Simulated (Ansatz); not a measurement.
MoPt₃ (R-3m, No. 166, 4 atoms in the cell; start mp-1221425): bulk modulus by level of theory

No measured value is used here.

```csv
level (code),value (GPa),cell (Å³/atom)
LDA (Ansatz),302,14.74
PBEsol (Ansatz),284,15.01
r²SCAN (Ansatz),268,15.28
```

The crystal itself was run without spin with LDA, PBEsol, r²SCAN; a magnetic state was not tried in these runs. Density-functional levels without +SOC have no spin–orbit coupling. LDA, PBEsol, r²SCAN: the run has no spin polarisation, so it can have missed a magnetic state. LDA, PBEsol, r²SCAN: the bulk modulus is −V dP/dV from two relaxed cells at ±2 % in volume. LDA, PBEsol, r²SCAN: the relaxation could not lower the start's symmetry, so the cell can be a saddle point above a distorted one. Each level is taken at its own relaxed cell. Cutoffs differ between the levels. Ansatz's density-functional and Hartree–Fock values are scalar-relativistic unless marked +SOC, with PAW data made under PBE.

A start named mp-… is a Materials Project structure, which need not be a measured phase.

Ansatz is a first-principles code.
